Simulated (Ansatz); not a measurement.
# Worked example: self-consistent single point of CdSe (Fm-3m, 2 atoms in the cell) in Ansatz

Level of theory: LDA (PW92), default PAW files made with PBE (plane waves; Ansatz, a program for electronic structure).

Input:

Ansatz 0.2 input:
```yaml
# CdSe
crystal:
  lattice:
    - [0.00000000, 2.88833000, 2.88833000]
    - [2.88833000, 0.00000000, 2.88833000]
    - [2.88833000, 2.88833000, 0.00000000]
  atoms:
    - { symbol: Cd, position: [0.00000000, 0.00000000, 0.00000000] }
    - { symbol: Se, position: [0.50000000, 0.50000000, 0.50000000] }
basis:
  ecutwfc: 420.0
kpoints:
  mp_grid: { grid: [10, 10, 10] }
hamiltonian:
  xc: lda
  pseudopotentials: { kind: paw }
scf:
  occupations: { method: fermi_dirac, width: 0.1 }
output:
  forces: true
  eigenvalues: true
  stress: true
```

Log, with long lists cut:

```
WARN ansatz: RAYON_NUM_THREADS=1 ignored (pool sized by the plan → 1); use --threads N
Pseudopotentials: kind: paw
Pseudopotential: Cd, paw, valence charge 20
Pseudopotential: Se, paw, valence charge 16
Crystal: 2 atoms, lattice volume = 48.191 Å³
Basis set: ecut = 420 eV, 941 PW (Γ)
Bands: 22, of which v1, the nominal top of the filled ones, is band 18 counted from 1 (17 counted from 0)
Symmetry: 48 space group operations
Space group: Fm-3m (ITA 225), of the structure as read, at distance tolerance 3.6e-5 Å
k-points: 47 of 1000
PAW frozen core: Cd, regenerated for the run's functional, and the local potential with it
PAW frozen core: Se, regenerated for the run's functional, and the local potential with it
Initial density: superposition of atomic densities (neutral atoms: chi_scale 0, normalization atom), corrected by the library's trained network
Initial wavefunctions: pseudopotential atomic-orbital guess
Eigensolver: davidson
Functional: x = slater, c = lda
SCF iter   1: F=—  HF=-13501.970989 eV  |F-HF|=—  |Δ(HF+E_count)|=         —  Δρ=7.92e-3  dr2=2.25e-2  ethr=1.77e-3  ⟨swp⟩=5.4  Hψ=4175  notcnv=0
all-band conjugate gradients solve this SCF's bands
preconditioner: auto → none
SCF iter   2: F=—  HF=-13501.964576 eV  |F-HF|=—  |Δ(HF+E_count)|=   6.41e-3  Δρ=2.56e-3  dr2=1.31e-3  ethr=6.26e-5  ⟨swp⟩=2.0  Hψ=1866  notcnv=0
SCF iter   3: F=—  HF=-13501.964274 eV  |F-HF|=—  |Δ(HF+E_count)|=   3.02e-4  Δρ=1.17e-3  dr2=2.71e-4  ethr=3.63e-6  ⟨swp⟩=2.8  Hψ=1919  notcnv=0
SCF iter   4: F=—  HF=-13501.964225 eV  |F-HF|=—  |Δ(HF+E_count)|=   4.95e-5  Δρ=1.72e-4  dr2=1.86e-5  ethr=7.53e-7  ⟨swp⟩=2.5  Hψ=1488  notcnv=0
SCF iter   5: F=—  HF=-13501.964220 eV  |F-HF|=—  |Δ(HF+E_count)|=   4.25e-6  Δρ=3.06e-5  dr2=7.26e-7  ethr=5.16e-8  ⟨swp⟩=2.0  Hψ=1431  notcnv=0
SCF iter   6: F=-13501.964220 eV  HF=-13501.964220 eV  |F-HF|=9.68e-9  |Δ(HF+E_count)|=   2.62e-7  Δρ=7.66e-6  dr2=2.14e-8  ethr=2.78e-10  ⟨swp⟩=5.0  Hψ=4472  notcnv=0
SCF 1 converged in 6 iterations: F = -13501.964220 eV  dr2 = 2.14e-8
SCF converged after 6 iterations
Free energy (F): -13501.964220 eV
Harris-Foulkes:  -13501.964220 eV  (|F-HF|=9.68e-9)
Internal energy: -13501.946421 eV  (E = F + TS)
E sigma→0 (E₀):  -13501.955321 eV
Entropy (-TS):   -0.017799 eV (-8.900 meV/atom)
Fermi energy:    9.517835 eV
--- Per-component energies (eV) ---
  E_band       = -825.723741
  E_kinetic    = 622.730334
  E_local      = -5564.890636  (includes V_loc(G=0)·N_el)
  E_nonlocal   = -547.597662
  E_hartree    = 2656.044940
  E_xc         = -278.077769
  E_vxc        = -318.529538  (∫ρ·V_xc dr)
  E_paw        = -5775.236392  (= ΣΔE_a)
  E_vpaw       = -329.533202  (= ΣTr[D̂ρ^β])
  E_aug_tail   = -0.000622  (compensation charges beyond the density's cutoff)
  E_ewald      = -4617.902545
  E_core_change = 2.983931  (= ΣΔE_core)
  E_smearing   = -0.017799  (= −TS)
  E_closure    = -0.000000  (closes the sum)
  Σ components = -13501.964220   (vs F -13501.964220, Δ=0.00e0)
--- Forces (eV/Å), atoms counted from 1 ---
  atom   1  Cd    -0.00000000     0.00000000     0.00000000
  atom   2  Se     0.00000000    -0.00000000     0.00000000
  max |Σ_I F_I| component: 1.38e-29 eV/Å
--- Stress (GPa, compression-positive) ---
       -6.707686      -0.000000      -0.000000
        0.000000      -6.707686      -0.000000
        0.000000      -0.000000      -6.707686
  P = ⅓ Tr σ = -6.7077 GPa (-67.077 kbar)
  The stress holds the Pulay correction. Without it, at fixed plane waves, as pw.x and ABINIT print it: P = -6.7351 GPa
--- Band table (eV; the first three rows and the last of 47) ---
  k-point 0: bands = ["-92.2105", "-53.3545", "-53.3545", "-53.3545", "-37.5352", "-37.5352", "-37.5326", "-37.5326", "-37.5326", "-3.4395", "1.5993", "1.5993", "1.6190", "1.6190", "1.6190", "8.8217", "8.8217", "8.8217", "9.2177", "18.0848", [...]
  k-point 1: bands = ["-92.2105", "-53.3545", "-53.3545", "-53.3545", "-37.5352", "-37.5352", "-37.5325", "-37.5325", "-37.5325", "-3.3706", "1.5799", "1.5799", "1.6135", "1.6300", "1.6300", "7.6588", "8.8680", "8.8680", "10.3755", "17.0122", [...]
  k-point 2: bands = ["-92.2105", "-53.3547", "-53.3545", "-53.3545", "-37.5352", "-37.5352", "-37.5325", "-37.5325", "-37.5325", "-3.1794", "1.5261", "1.5261", "1.5944", "1.6629", "1.6629", "6.4324", "8.9952", "8.9952", "11.5245", "15.8706", [...]
  k-point 46: bands = ["-92.2104", "-53.3549", "-53.3548", "-53.3547", "-37.5353", "-37.5351", "-37.5325", "-37.5324", "-37.5323", "-2.5955", "1.5241", "1.5888", "1.6742", "1.8021", "2.1153", "6.0573", "6.4376", "6.6587", "11.7068", "15.6057", [...]
```

The run converged in 6 iterations.

The starting cell comes from a database of computed structures (which also holds hypothetical and non-ambient phases and stackings), without a prior relaxation at this level. Its lattice was rescaled by up to half a per cent. With a pressure of about -7 GPa the cell is away from its equilibrium volume at this level. Ansatz's pressure includes its estimate of the finite-basis (Pulay) stress. The run gives no clean gap (levels at the Fermi energy touch, overlap or are partly filled at this smearing), which alone does not show that the compound is a metal.
